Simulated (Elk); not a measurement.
Band structure of Pb (Fm-3m, 1 atom in the cell).

```
Pb
1.0
    0.00000     2.52319     2.52319
    2.52319     0.00000     2.52319
    2.52319     2.52319     0.00000
Pb
1
Direct
  0.00000   0.00000   0.00000
```

Method: PBE, all-electron FP-LAPW, Elk's shipped species files, APW+lo basis with extra local orbitals in Elk.

Settings: xctype = 20; rgkmax = 8; swidth = 0.00183747 Ha; ngridk = 11 11 11; gmaxvr = 16 1/bohr; nxlo = 2; lorbcnd = true; lmaxi = 2; maxscl = 100.

The starting cell comes from a database of computed structures (which also holds hypothetical and non-ambient phases and stackings), without a prior relaxation at this level. Its lattice was rescaled by a random factor within 2.5 % of one. Spin-orbit coupling is off. Values depend on the basis (sphere radii, cutoffs, local orbitals), which need not be converged.

Levels in eV from the Fermi level, bands 4 to 10:
```tsv
point	4	5	6	7	8	9	10
Γ	-16.86	-16.86	-11.40	6.96	6.96	6.96	9.70
X	-16.72	-16.72	-6.81	-3.07	1.96	1.96	5.22
W	-16.82	-16.72	-6.72	-1.28	-1.28	0.30	10.42
K	-16.80	-16.76	-6.89	-2.14	-1.14	2.83	6.30
L	-16.75	-16.75	-8.09	-3.95	5.25	5.25	8.97
U	-16.80	-16.76	-6.89	-2.14	-1.14	2.83	6.30
```

Bands cross the Fermi level along this path, so the cell is metallic at this level.
